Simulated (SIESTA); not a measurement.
# A short convergence ladder for TiCd (P4/nmm, 4 atoms in the cell)

```yaml
crystal:
  lattice:
    - [2.90254, 0.00000, 0.00000]
    - [0.00000, 2.90254, 0.00000]
    - [0.00000, 0.00000, 9.05925]
  atoms:
    - { symbol: Ti, position: [0.00000, 0.50000, 0.39127] }
    - { symbol: Ti, position: [0.50000, 0.00000, 0.60873] }
    - { symbol: Cd, position: [0.00000, 0.50000, 0.86667] }
    - { symbol: Cd, position: [0.50000, 0.00000, 0.13333] }
```

Base method: LDA PW92, numerical atomic orbitals DZP, PseudoDojo LDA standard norm-conserving potentials (rewritten from UPF to PSML) (SIESTA 5.4.2).

Base settings: XC.functional = LDA; XC.authors = PW92; potentials = PseudoDojo LDA standard; PAO.BasisSize = DZP; PAO.EnergyShift = 0.005 Ry; MeshCutoff = 400 Ry; kgrid.MonkhorstPack = 5 5 2; OccupationFunction = FD; ElectronicTemperature = 100 meV; MaxSCFIterations = 150.

Core times come from one kind of shared machine, to one figure; runs under 30 s give none.

**The force threshold of a relaxation**

On TiCd (P4mm, 4 atoms in the cell): one atom moved by 0.15 angstrom.

In this ladder: MD.TypeOfRun = CG; MD.Steps = 40.

The mesh stays at the base's, so the ladder's end is converged at best in this setting alone.

Only quantities that move along the ladder and can be compared are tabulated.

```csv
MD.MaxForceTol,free energy less the last step's (meV/atom),largest force left (eV/Å),relaxation steps,core time / last (rough)
0.2 eV/Ang,1.62,0.1692,3,0.3
0.1 eV/Ang,0.04,0.0462,5,0.6
0.05 eV/Ang,0.04,0.0462,5,0.5
0.03 eV/Ang,0.00,0.0050,7,0.8
0.02 eV/Ang,0.00,0.0050,7,0.7
0.01 eV/Ang,0.00,0.0050,7,0.8
0.005 eV/Ang,0.00,0.0050,7,0.8
0.002 eV/Ang,0.00,0.0006,11,1
0.001 eV/Ang,0.00,0.0006,11,1
```

Coarsest MD.MaxForceTol that holds the largest force left within 0.005 eV/Å of the last step, with all finer ones: 0.03 eV/Ang; the step before is off by 0.046 eV/Å.

Coarsest MD.MaxForceTol that holds the free energy within 1 meV/atom of the last step, with all finer ones: 0.1 eV/Ang; the step before is off by 1.6 meV/atom.

On the base run: the starting cell comes from a database of computed structures (which also holds hypothetical and non-ambient phases and stackings), without a prior relaxation at this level. Its lattice was rescaled by up to half a per cent. Spin polarisation is off. Values carry the incompleteness of an atom-centred basis. In the base run, with a pressure of about -8 GPa the cell is away from its equilibrium volume at this level. Without a gap this mesh is coarse (it stands for a supercell whose shortest vector is 15 Å).
